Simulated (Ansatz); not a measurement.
## Ru, element substitutions

Take Ru in the hcp (Mg type) structure (space group P6_3/mmc, No. 194; a = 2.7045 Å, c = 4.2601 Å) as the base.

Each row replaces one element on all its sites; cell and atoms are relaxed.

Level of theory: Ansatz (a program for electronic structure) r2SCAN, scalar-relativistic without spin-orbit coupling.

```
variant  c/a ratio  volume per atom
-------  ---------  ---------------
base         1.575         13.49 Å³
Ru → Os      1.576         14.01 Å³
Ru → Re      1.618         14.70 Å³
Ru → Mo      1.799         15.96 Å³
Ru → Si      1.714         13.69 Å³
```

No phonon test of stability was made. For Mo and Si in this form, whether it has been made was not checked. All final runs are without spin polarisation. This is not the structure that Mo has at room temperature and ambient pressure. This is not the structure that Si has at room temperature and ambient pressure.
